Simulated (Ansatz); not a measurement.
The starting structures come from a database of crystals and need not be the phases stable at ambient conditions.

By PBEsol, the system below comes out a metal.

```
CELL_PARAMETERS angstrom
      5.77073     0.00000     0.00000
      0.00000     6.34933     0.00000
      0.00000     1.87561     2.89671
ATOMIC_POSITIONS crystal
  Ni 0.30927 0.49446 0.75554
  Ni 0.69073 0.50554 0.24446
  Ni 0.80927 0.00554 0.74446
  Ni 0.19073 0.99446 0.25554
  Ge 0.91302 0.31034 0.93966
  Ge 0.08698 0.68966 0.06034
  Ge 0.41302 0.18966 0.56034
  Ge 0.58698 0.81034 0.43966
```

Space group of this cell: Pnma. The cell is taken as given; by PBEsol its mean pressure is -1.7 GPa.

The current flows along the normal of the first two printed cell vectors. No spin-orbit coupling; the value is a mean over 0.1 eV about the Fermi level.

Compute, with PBEsol run with Ansatz (an electronic-structure program), the ballistic conductance per area.

0.60 × 10¹⁵ S/m² for both spins.
